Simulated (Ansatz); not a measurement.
Partial pair distribution functions of a relaxed model of amorphous In24O37Be, broadened by 0.06 Å; density 6.42 g/cm³. All values below come from PBE, scalar-relativistic without spin-orbit coupling (plane waves to 420 eV, PAW; Ansatz, a quantum-chemistry and plane-wave program).

Preparation: random packing, a CHGNet melt and quench, and a DFT relaxation. O atoms were pushed apart under 1.9 Å during the dynamics, to hinder bonds among them. The hot cell started wider than the set density and was brought back towards it in steps. It is the lowest in DFT energy of 2 quenches. It is a model cell: composition and starting density were chosen by hand, and all elements were melted together. No dispersion term was used. Its density started from a set value of 6.42 and ended at 6.42 g/cm³. Cooling (nominally 330 K/ps over its main leg) ran many orders faster than in experiment, which tends to leave more defects and strain. One small periodic cell is one sample of the glass; other quenches scatter about these values. The volume was held where the preparation left it and the shape relaxed, at a PBE pressure of 0.3 GPa. On a 2×2×2 Γ-centred mesh force components of up to 0.13 eV/Å stay, since the relaxation ran on the zone centre alone.

```tsv
r (Å)	g In-O	g O-Be	g In-In	g O-O
1.30	0.00	0.00	0.00	0.00
1.40	0.00	0.39	0.00	0.00
1.50	0.00	7.81	0.00	0.00
1.60	0.00	12.70	0.00	0.00
1.70	0.00	1.75	0.00	0.00
1.80	0.00	0.02	0.00	0.00
1.90	0.08	0.00	0.00	0.00
2.00	1.70	0.00	0.00	0.00
2.10	6.85	0.00	0.00	0.00
2.20	7.34	0.00	0.00	0.00
2.30	3.16	0.00	0.00	0.00
2.40	1.09	0.00	0.00	0.00
2.50	0.25	0.00	0.00	0.10
2.60	0.26	0.15	0.00	0.38
2.70	0.16	1.44	0.00	0.95
2.80	0.01	0.93	0.00	1.75
2.90	0.09	1.01	0.00	2.40
3.00	0.22	1.14	0.09	2.66
3.10	0.24	1.15	0.83	2.52
3.20	0.25	1.23	2.05	2.19
3.30	0.48	1.09	2.83	2.13
3.40	0.60	0.13	2.72	1.64
3.50	0.58	0.00	2.41	1.30
3.60	0.70	0.28	2.33	1.00
3.70	0.79	1.68	2.19	0.83
3.80	0.80	0.71	2.58	0.72
3.90	0.80	0.03	1.97	0.58
4.00	1.01	0.30	1.27	0.69
4.10	1.12	0.85	0.82	0.75
4.20	1.24	2.32	0.70	0.79
4.30	1.23	2.55	0.52	0.84
4.40	1.38	0.50	0.36	0.74
4.50	1.47	1.18	0.36	0.61
4.60	1.54	0.64	0.35	0.56
```

Within 2.76 Å each In has 5.38 O neighbours on average.
